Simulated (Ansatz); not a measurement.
**A computed series for ZrSiO: response to strain**

Base system: ZrSiO (space group P4/nmm, No. 129; a = 3.313 Å, c = 7.323 Å; a cell from a computed database, its experimental status unchecked). Axes: x, y, z lie along a, b, c of the conventional cell.

Strains are applied to the cell and any free atomic positions relax; under biaxial strain the out-of-plane vector relaxes too.

Levels (all Ansatz, a program for electronic structure, PAW): PBE (420 eV, no SOC); PBEsol (420 eV, no spin-orbit coupling).

The base cell above is that of PBE; each level relaxes its own structures.

```json
[
 {"case": "biaxial strain −0.25 %, plane normal [001], relaxed out of plane", "shortest interatomic distance, PBE": "220.9 pm", "shortest interatomic distance, PBEsol": "[?]"},
 {"case": "biaxial strain +1.01 %, plane normal [001], relaxed out of plane", "shortest interatomic distance, PBE": "219.0 pm", "shortest interatomic distance, PBEsol": "[?]"},
 {"case": "biaxial strain +2.69 %, plane normal [001], relaxed out of plane", "shortest interatomic distance, PBE": "216.6 pm", "shortest interatomic distance, PBEsol": "214.9 pm"},
 {"case": "strain tensor (xx, yy, zz, yz, xz, xy) = (−0.37, +0.38, +0.43, +0.73, −0.96, +0.30) %", "shortest interatomic distance, PBE": "221.2 pm", "shortest interatomic distance, PBEsol": "219.1 pm"}
]
```

Task: What belongs in the blanks?

Result: 
- biaxial strain −0.25 %, plane normal [001], relaxed out of plane, shortest interatomic distance, PBEsol: 218.8 pm
- biaxial strain +1.01 %, plane normal [001], relaxed out of plane, shortest interatomic distance, PBEsol: 217.1 pm

PBE lies above PBEsol in every row, by 1.7 pm to 2.1 pm. They put the cases in the same order.

Without a gap, meshes like the base's 14×14×7 leave anisotropic stresses uncertain by several tenths of a GPa, and small strain energies with them. No phonon test of stability was made. All final runs are without spin polarisation.
